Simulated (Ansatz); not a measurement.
**A computed series for MgTe: response to strain**

The reference is MgTe in the wurtzite structure (space group P6_3mc, No. 186).

```
CELL_PARAMETERS angstrom
      4.60888     0.00000     0.00000
     -2.30444     3.99141     0.00000
      0.00000     0.00000     7.50008
ATOMIC_POSITIONS crystal
  Mg 0.33333 0.66667 0.99978
  Mg 0.66667 0.33333 0.49978
  Te 0.33333 0.66667 0.37622
  Te 0.66667 0.33333 0.87622
```

Cartesian axes are those of the cell as printed.

Strains are applied to the cell and any free atomic positions relax.

The values are results of PBE (Ansatz, a first-principles code), spin-orbit coupling left out, not measurements.

Notes on the quantities. pressure: mean of the normal stresses, compression positive; energy relative to the base: free energy F; band gap: an upper bound: an edge found on the path is not a true extremum; the base alone.

```tsv
case	pressure	energy relative to the base	band gap	shortest interatomic distance
base	-0.01 GPa	0 meV/atom	2.37 eV	2.818 Å
uniaxial strain ε_zz = +0.60 %	-0.21 GPa	+0.2 meV/atom	2.34 eV	2.822 Å
uniaxial strain ε_zz = +1.20 %	-0.40 GPa	+0.9 meV/atom	2.30 eV	2.827 Å
uniaxial strain ε_zz = +1.80 %	-0.59 GPa	+1.9 meV/atom	2.25 eV	2.831 Å
uniaxial strain ε_zz = +2.40 %	-0.78 GPa	+3.4 meV/atom	2.21 eV	2.836 Å
uniaxial strain ε_zz = +3.00 %	-0.96 GPa	+5.3 meV/atom	2.17 eV	2.840 Å
```

Spin-orbit coupling, missing from the scalar runs, can matter with Te. Whether these cells are dynamically stable was not tested.
